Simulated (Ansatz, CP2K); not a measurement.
A CP2K input for a self-consistent single point of NaCl (Fm-3m, 2 atoms in the cell) (DFT LDA (Pade form), GPW, DZVP-MOLOPT-SR-GTH basis, GTH-PADE potentials (GTH_POTENTIALS)):

```
&GLOBAL
  PROJECT nacl
  RUN_TYPE ENERGY_FORCE
  PRINT_LEVEL LOW
&END GLOBAL
&FORCE_EVAL
  METHOD Quickstep
  STRESS_TENSOR ANALYTICAL
  &DFT
    BASIS_SET_FILE_NAME BASIS_MOLOPT
    POTENTIAL_FILE_NAME GTH_POTENTIALS
    &QS
      METHOD GPW
      EPS_DEFAULT 1E-10
    &END QS
    &MGRID
      CUTOFF 950
      REL_CUTOFF 60
      NGRIDS 5
    &END MGRID
    &SCF
      SCF_GUESS ATOMIC
      EPS_SCF 1E-7
      MAX_SCF 100
      ADDED_MOS 4
      &DIAGONALIZATION
        ALGORITHM STANDARD
      &END DIAGONALIZATION
      &MIXING
        METHOD BROYDEN_MIXING
        ALPHA 0.3
        NBUFFER 8
        BETA 1
      &END MIXING
      &SMEAR ON
        METHOD FERMI_DIRAC
        ELECTRONIC_TEMPERATURE [K] 232.09
      &END SMEAR
    &END SCF
    &KPOINTS
      SCHEME MONKHORST-PACK 10 10 10
      GAMMA_CENTERED T
    &END KPOINTS
    &XC
      &XC_FUNCTIONAL PADE
      &END XC_FUNCTIONAL
    &END XC
    &PRINT
      &MO
        EIGENVALUES T
        OCCUPATION_NUMBERS T
        NDIGITS 8
        FILENAME mo
        &EACH
          QS_SCF 0
        &END EACH
        ADD_LAST NUMERIC
      &END MO
      &MULLIKEN OFF
      &END MULLIKEN
    &END PRINT
  &END DFT
  &SUBSYS
    &CELL
      ABC 3.98808200 3.98808259 3.98808253
      ALPHA_BETA_GAMMA 60.00000753 60.00000436 60.00000485
      PERIODIC XYZ
    &END CELL
    &COORD
      Na       0.00000000     0.00000000     0.00000000
      Cl       3.98808200     2.30252050     1.62812800
    &END COORD
    &KIND Na
      BASIS_SET DZVP-MOLOPT-SR-GTH
      POTENTIAL GTH-PADE-q9
    &END KIND
    &KIND Cl
      BASIS_SET DZVP-MOLOPT-SR-GTH
      POTENTIAL GTH-PADE-q7
    &END KIND
  &END SUBSYS
  &PRINT
    &FORCES ON
    &END FORCES
    &STRESS_TENSOR ON
    &END STRESS_TENSOR
  &END PRINT
&END FORCE_EVAL
```

**Question.** Translate this input to Ansatz (a quantum-chemistry and plane-wave program).

**Answer.** This is the input that was run; spellings and numerical settings could be chosen otherwise.

Ansatz 0.2 input:
```yaml
crystal:
  lattice:
    - [0.000000, 2.820000, 2.820000]
    - [2.820000, 0.000000, 2.820000]
    - [2.820000, 2.820000, 0.000000]
  atoms:
    - { symbol: Na, position: [0.000000, 0.000000, 0.000000] }
    - { symbol: Cl, position: [0.500000, 0.500000, 0.500000] }
kpoints:
  mp_grid:
    grid: [10, 10, 10]
hamiltonian:
  xc: lda
  pseudopotentials:
    kind: paw
scf:
  occupations:
    method: fermi_dirac
    width: 0.0015 Ry
output:
  forces: true
  eigenvalues: true
  stress: true
```

Basis, cutoffs, solver keys and any potentials are the target program's own. This input uses DFT, LDA (PW92), plane waves, default PAW files made with PBE. LDA parametrisations can differ slightly between programs. The width in Ry is rounded to four decimals. Both were run: pressure -2.11 GPa in CP2K and -2.43 in Ansatz; gap on the mesh 4.666 eV in CP2K and 4.692 in Ansatz. Ansatz's pressure is the one without its finite-basis correction.

On Ansatz: the starting cell has typed, rounded lattice constants, without a prior relaxation at this level.

On CP2K: the starting cell has typed, rounded lattice constants, without a prior relaxation at this level. Values carry the incompleteness of an atom-centred basis.
